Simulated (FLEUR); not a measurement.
Worked example: self-consistent single point of LaC2 (I4/mmm, 3 atoms in the cell) in FLEUR

Method of the run: PBEsol, all-electron FLAPW (FLEUR), scalar-relativistic valence run with FLEUR.

Input:

Input of the input generator:

```
scf LaC2
&input film=f /
-3.7363192505 3.7363192505 6.2138824807
3.7363192505 -3.7363192505 6.2138824807
3.7363192505 3.7363192505 -6.2138824807
1.0
1.0 1.0 1.0

3
57 0.0000000000 0.0000000000 0.0000000000
6 0.4018600000 0.4018600000 0.0000000000
6 0.5981400000 0.5981400000 0.0000000000

&comp jspins=1 /
&exco xctyp='PBEs' /
&kpt div1=14 div2=14 div3=14 gamma=t /
&end /
```

```xml
<?xml version="1.0" encoding="UTF-8" standalone="no"?>
<fleurInput fleurInputVersion="0.39">
   <comment>
      scf LaC2                                                                                            
   </comment>
   <calculationSetup>
      <cutoffs Kmax="4.8" Gmax="19.2" GmaxXC="19.2" numbands="0"/>
      <scfLoop itmax="100" minDistance="0.00001" maxIterBroyd="25" imix="Anderson" alpha="0.05" precondParam="0.0" spinf="2.0"/>
      <coreElectrons ctail="T" frcor="F" kcrel="0" coretail_lmax="0"/>
      <xcFunctional name="PBEs" relativisticCorrections="F"/>
      <magnetism jspins="1"/>
      <soc l_soc="F" theta="0.0" phi="0.0" spav="F"/>
      <expertModes spex="0" secvar="F"/>
      <geometryOptimization l_f="T" forcealpha="1.0" forcemix="BFGS" epsdisp="0.00001" epsforce="0.00001"/>
      <ldaU l_linMix="F" mixParam="0.05" spinf="1.0"/>
   </calculationSetup>
   <cell>
      <bzIntegration valenceElectrons="19.0" mode="hist" fermiSmearingEnergy="0.00367493">
         <kPointListSelection listName="default-1"/>
         <!-- k-points included here -->
         <xi:include xmlns:xi="http://www.w3.org/2001/XInclude" href="kpts.xml"> </xi:include>
      </bzIntegration>
      <!-- symmetry operations included here -->
      <xi:include xmlns:xi="http://www.w3.org/2001/XInclude" href="sym.xml"> </xi:include>
      <bulkLattice scale="1.0">
         <bravaisMatrix>
            <row-1>   -3.7363192504999998     3.7363192504999998     6.2138824806999997</row-1>
            <row-2>    3.7363192504999998    -3.7363192504999998     6.2138824806999997</row-2>
            <row-3>    3.7363192504999998     3.7363192504999998    -6.2138824806999997</row-3>
         </bravaisMatrix>
      </bulkLattice>
   </cell>
   <atomSpecies>
      <species name="Lanthanum (La)" element="La" atomicNumber="57">
         <mtSphere radius="2.63" gridPoints="925" logIncrement="0.014"/>
         <atomicCutoffs lmax="10" lnonsphr="8"/>
         <electronConfig flipSpins="F">
            <coreConfig>(1s1/2) (2s1/2) (2p1/2) (2p3/2) (3s1/2) (3p1/2) (3p3/2) (4s1/2) (3d3/2) (3d5/2) (4p1/2) (4p3/2) (4d3/2) (4d5/2)</coreConfig>
            <valenceConfig>(5s1/2) (5p1/2) (5p3/2) (6s1/2) (5d3/2) (5d5/2)</valenceConfig>
            <stateOccupation state="(5d3/2)" spinUp="0.2" spinDown="0.2"/>
            <stateOccupation state="(5d5/2)" spinUp="0.3" spinDown="0.3"/>
         </electronConfig>
         <energyParameters s="6" p="6" d="5" f="4"/>
         <lo type="SCLO" l="0" n="5" eDeriv="0"/>
         <lo type="SCLO" l="1" n="5" eDeriv="0"/>
      </species>
      <species name="Carbon (C)" element="C" atomicNumber="6">
         <mtSphere radius="1.11" gridPoints="395" logIncrement="0.025"/>
         <atomicCutoffs lmax="6" lnonsphr="4"/>
         <electronConfig flipSpins="F">
            <coreConfig>(1s1/2)</coreConfig>
            <valenceConfig>(2s1/2) (2p1/2) (2p3/2)</valenceConfig>
            <stateOccupation state="(2p1/2)" spinUp="0.3333333333333" spinDown="0.3333333333333"/>
            <stateOccupation state="(2p3/2)" spinUp="0.6666666666667" spinDown="0.6666666666667"/>
         </electronConfig>
         <energyParameters s="2" p="2" d="3" f="4"/>
      </species>
   </atomSpecies>
   <atomGroups>
      <atomGroup species="Lanthanum (La)">
         <relPos label="                   1">.0000000000 .0000000000 .0000000000</relPos>
         <force calculate="T" relaxXYZ="TTT"/>
      </atomGroup>
      <atomGroup species="Carbon (C)">
         <relPos label="                   2">.4018600000 .4018600000 .0000000000</relPos>
         <relPos label="                   3">-.4018600000 -.4018600000 .0000000000</relPos>
         <force calculate="T" relaxXYZ="TTT"/>
      </atomGroup>
   </atomGroups>
   <output dos="F" band="F" slice="F">
      <checks vchk="F" cdinf="F"/>
      <bandDOS minEnergy="-.5*Htr" maxEnergy="0.5*Htr" sigma="0.015" storeEVData="T"/>
      <vacuumDOS vacdos="F" integ="F" star="F" nstars="0" locx1="0.0" locy1="0.0" locx2="0.0" locy2="0.0" nstm="0" tworkf="0.0"/>
      <unfoldingBand unfoldBand="F" supercellX="1" supercellY="1" supercellZ="1"/>
      <plotting iplot="0" polar="F">
         <plot TwoD="T" vec1="  1.0  0.0  0.0" vec2="  0.0  1.0  0.0" vec3="  0.0  0.0  1.0" zero="  0.0  0.0  0.0" file="plot"/>
      </plotting>
      <chargeDensitySlicing numkpt="0" minEigenval="0.0" maxEigenval="0.0" nnne="0" pallst="F"/>
      <specialOutput eonly="F"/>
      <magneticCircularDichroism mcd="F" energyLo="-10.0" energyUp="0.0"/>
   </output>
  <!-- We include the file relax.xml here to enable relaxations (see documentation) -->
  <xi:include xmlns:xi="http://www.w3.org/2001/XInclude" href="relax.xml"> <xi:fallback/> </xi:include>
</fleurInput>
```

Output (repeated stretches shortened):

```
      Welcome to FLEUR        (www.flapw.de)
      MaX-Release 8.1          (www.max-centre.eu)

 ========== k-point set info ==========
 Selected k-point list: default-1
 k-point list type: mesh
 14 x 14 x 14
 Number of k points: 244

 ------------Calculation Setup---------------------------
           1           2           4          61         122         244
 Number of basis functions:          678
 Iteration:     1   Distance:      16.85950336 me/bohr^3
 Iteration:     2   Distance:      15.22762003 me/bohr^3
 Iteration:     3   Distance:       7.25532667 me/bohr^3
 Iteration:     4   Distance:       6.10270946 me/bohr^3
 Iteration:     5   Distance:       2.44745764 me/bohr^3
 Iteration:     6   Distance:       1.53484601 me/bohr^3
   [... 5 lines left out ...]
 Iteration:    12   Distance:       0.00074490 me/bohr^3
 Iteration:    13   Distance:       0.00079047 me/bohr^3
 Iteration:    14   Distance:       0.00012739 me/bohr^3
 Iteration:    15   Distance:       0.00006284 me/bohr^3
 Iteration:    16   Distance:       0.00000990 me/bohr^3
 Reset of history

 Run finished successfully
 Stop message:
   Structural relaxation: new displacements generated

[file out, last iteration]
             iter=     17
          p o t e n t i a l   g e n e r a t o r
[...]
          integral of pseudo charge density inside the slab=        0.000000   0.000000
     coulomb potential in the interstitial region:
          density-coulomb potential integrals
          total density-coulomb potenti   -14156.6843371505
          density-effective potential integrals for spin  1
          total density-effective poten   -1.4434386424E+04
          charge density-energy density integrals
          total charge density-energy d   -2.1124322931E+02
 Updated energy parameters for spin:           1
  Atom    1 6s branch from -0.61 to  3.17 htr. ; e_l =  0.3317
  Atom    1 6p branch from  0.14 to  3.93 htr. ; e_l =  0.4385
  Atom    1 5d branch from -3.12 to  1.31 htr. ; e_l =  0.4181
  Atom    1 4f branch from -9.99 to  0.58 htr. ; e_l =  0.5073
  Atom    1 5s branch from -9.08 to -0.61 htr. ; e_l(l -0.7638
  Atom    1 5p branch from -6.64 to  0.14 htr. ; e_l(l -0.1769
  Atom    2 2s branch from -9.26 to  5.23 htr. ; e_l = -0.6185
  Atom    2 2p branch from -9.99 to  3.73 htr. ; e_l = -0.4473
  Atom    2 3d branch from -9.99 to 10.29 htr. ; e_l = -0.2583
  Atom    2 4f branch from -9.99 to 17.15 htr. ; e_l = -0.0988
[...]
 fermi energy and band-weighting factors:
at   0.00000   0.00000   0.00000   k-weight:    0.000364
   15 eigenvalues :
   -0.764213   -0.158528   -0.158528   -0.153391   -0.114167    0.247426    0.253648    0.311491
    0.311491    0.425644    0.425644    0.448978    0.497343    0.519493    0.521734
   [... 2 blocks of this kind left out ...]

[...]
FERMIE:
          first approx. to ef    (T=0)  :   0.429348 htr   (energy of the highest occ. eigenvalue)
          number of occ. states  (T=0)  :       2324
          first approx. to seigv (T=0)  :  -0.141367 htr
          sum of weights of occ. states :   9.503280
          sum of semicore charge        :   0.000000 e
FERHIS:  Fermi-Energy by histogram:
          bandgap                     :   0.000613 htr
          charge neutrality (T=0)     :   0.006560    (zero if the highest occ. eigenvalue is "entirely" occupied)
     EF_NEWTON:  Adjust Fermi-Energy by Newton-Method.
               Number of iterations needed  :   4
               The error in the weight is   :  0.11102E-15
               The error in ef is           : -0.79139E-17 htr
     -->  new fermi energy            :   0.429150 htr
          valence charge              :  19.000000 e
          actual charge blw ef-8kt    :  18.397959 e
          actual charge blw ef+8kt    :  19.000000 e
          number of occ. states       :      2453
          sum of the valence weights  :    9.500000
          entropy         :   0.338508 *kb htr/K =   0.00000 htr/K
          sum of val. single particle energies:        -0.1435578229 htr
 Direct bandgap for spin            1 :    7.0142425010264464E-003  Htr
 at k-point          131  with k-vector    7.1428571428571425E-002  0.92857142857142860        7.1428571428571425E-002
          valence density: spin= 1
[...]
     l-like charge
     atom     s        p        d        f        total
 -->  1    1.99053  5.49540  0.53530  0.14748    8.17389
 -->  2    0.44904  0.81257  0.00704  0.00063    1.26940
          total charge for spin  1=   19.000000
          interst. charge =       8.287303
          mt charge=              8.173893    1.269402
          total charge  =   19.000000
          z= 57.     r(1)=  0.633756E-05     dx= 0.014000     m.t.index= 925
               n    l     j    energy       weight
               1.   0.   0.5-1421.5866      2.0000
               2.   0.   0.5 -225.6456      2.0000
               2.   1.   0.5 -212.7885      2.0000
   [... 11 lines left out ...]
          atom type    1  (spin 1)
          kinetic energy=  0.903482544295E+04     sum of the eigenvalues= -0.523179015209E+04
          0.00055548  electrons lost from core.
          z=  6.     r(1)=  0.585494E-04     dx= 0.025000     m.t.index= 395
               n    l     j    energy       weight
               1.   0.   0.5   -9.2870      2.0000
          atom type    2  (spin 1)
          kinetic energy=  0.317443713708E+02     sum of the eigenvalues= -0.185740419051E+02
          0.00139292  electrons lost from core.
          total charge for spin  1=   69.000000
          interst. charge =       8.290639
          mt charge=             54.173337    3.268012
          total charge  =   69.000000
          zc=    69.000000     qfix=    1.000000
     t o t a l  e n e r g y
          sum of eigenvalues =             -5269.0817937210
          density-coulomb potential int   -14156.6843371505
          density-effective potential i   -14434.3864244511
          charge density-ex.-corr.energ     -211.2432293069
          el.-nucl. inter. diff. m.t.      10315.2778470980
          Madelung term for atom type:       -38.8305044497
          el.-nucl. inter. diff. m.t.         79.1139225402
          Madelung term for atom type:       -12.7840384586
 ---->    total energy=                    -8570.2870796987 htr
 ---->    (input%tkb*entropy) TS=              0.0012439935 htr
 ---->    free energy=                     -8570.2883236922 htr
      extrapolation for T->0
 ---->    total electron energy=           -8570.2877016954 htr
 ***** TOTAL FORCES ON ATOMS *****
 TOTAL FORCE FOR ATOM TYPE=  1  X=  0.000   Y=  0.000   Z=  0.000
                       FX_TOT= 0.000000 FY_TOT= 0.000000 FZ_TOT= 0.000000
 TOTAL FORCE FOR ATOM TYPE=  2  X=  0.000   Y=  0.000   Z=  4.994
                       FX_TOT= 0.000000 FY_TOT= 0.000000 FZ_TOT=-0.008549
```

The run converged in 16 iterations. FLEUR gives forces in its relaxation mode, with a further iteration, so its stop message speaks of a relaxation.

The starting cell comes from a database of computed structures (which also holds hypothetical and non-ambient phases and stackings), without a prior relaxation at this level. Its lattice was rescaled by a random factor within 2.5 % of one. Values depend on the basis (sphere radii, cutoffs, local orbitals), which need not be converged. The log's line on a gap gives a spacing of levels on this mesh, which the program prints for metals too.

Cost on one core of a shared machine: roughly 10 min.
